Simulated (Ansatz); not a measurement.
The reference is TiAl (space group P4/mmm, No. 123; a = 2.766 Å, c = 4.002 Å; relaxed with 0.1 eV smearing). Axes: x, y, z lie along a, b, c of the conventional cell.

Method: Kohn–Sham DFT with the LDA functional, run in Ansatz (a program for electronic structure) with PAW and 420 eV plane waves, no spin-orbit coupling.

Strains are applied to the cell and any free atomic positions relax.

One change was made to it. Results:

```csv
quantity,base,after
"pressure (mean of the normal stresses, compression positive)",0.0 GPa,0.0 GPa
energy relative to the base (free energy F),0 meV/atom,+0.8 meV/atom
```

Question: What was done to the base?
A) tensor shear ε_xz = +1.71 %
B) tensor shear ε_xz = +2.00 %
C) tensor shear ε_xz = +0.57 %
D) tensor shear ε_xz = +1.43 %

Answer: C, tensor shear ε_xz = +0.57 %. For comparison, the energy relative to the base in the other runs: tensor shear ε_xz = +1.71 % gives +7.0 meV/atom; tensor shear ε_xz = +2.00 % gives +9.5 meV/atom; tensor shear ε_xz = +1.43 % gives +4.9 meV/atom.

Stability against distortions was not tested. The final runs are not spin-polarised.
